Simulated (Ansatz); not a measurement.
We consider Na3HO (model structure, started from the Li3OCl type, Pm-3m, No. 221, 5 atoms in the cell), described by G0W0@PBEsol (Ansatz, a quantum-chemistry and plane-wave program, hard PAW, contour deformation, complete-basis limit).

Run with largest k mesh 6×6×6 (not extrapolated in the mesh).

Cell (relaxed with PBEsol):

```
Na3HO
1.0
    4.42912     0.00000     0.00000
    0.00000     4.42912     0.00000
    0.00000     0.00000     4.42912
Na H O
3 1 1
Direct
  0.00000   0.50000   0.50000
  0.50000   0.00000   0.50000
  0.50000   0.50000   0.00000
  0.00000   0.00000   0.00000
  0.50000   0.50000   0.50000
```

Question: Give the computed band gap.

Answer: 
band gap: 4.36 eV (direct)

Note: the relaxation could raise the start's symmetry but not lower it, so the cell can be a saddle point; the gap holds a correction of +0.34 eV to the complete basis.

Static lattice: no zero-point or thermal effects.

A model structure was made by putting elements into a prototype or built by hand; it is no filed structure, need not be a known phase, and can be a saddle point held by its symmetry.
